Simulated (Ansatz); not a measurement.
Input:

```yaml
crystal:
  lattice:
    - [3.12859, 0.00000, 0.00000]
    - [0.00000, 5.01696, 0.00000]
    - [1.56430, 0.00000, 2.70944]
  atoms:
    - { symbol: Al, position: [0.66667, 0.50071, 0.66667] }
    - { symbol: Al, position: [0.33333, 0.00071, 0.33333] }
    - { symbol: N, position: [0.66667, 0.11929, 0.66667] }
    - { symbol: N, position: [0.33333, 0.61929, 0.33333] }
```

Space group of this cell: P6_3mc, wurtzite. The cell is taken as given; by r2SCAN its mean pressure is -4.4 GPa.

Method: r2SCAN (plane waves, PAW; Ansatz, a first-principles code).

The current runs along the normal of the first two printed vectors; no spin-orbit coupling. Scaled by the factor s: the length along the current (ions clamped). Meshes 12×6×12 and 10×6 across the current in all rows.

```
s     mean pressure (GPa)  slowest mid-gap decay constant κ (1/Å)
----  -------------------  --------------------------------------
0.97                  2.2                                   0.314
1.00                 -4.4                                   0.300
1.03                 -9.8                                       ?
```

Take the slope of the slowest mid-gap decay constant κ against ln s from the two given rows, extrapolate to s = 1.03, and say what the run there gives.

Slope = (0.314 − 0.300) / ln 0.97 = -0.460 1/Å. The line gives 0.300 + (-0.460) × ln 1.03 = 0.286 1/Å. The run gives 0.286 1/Å, as the line does.
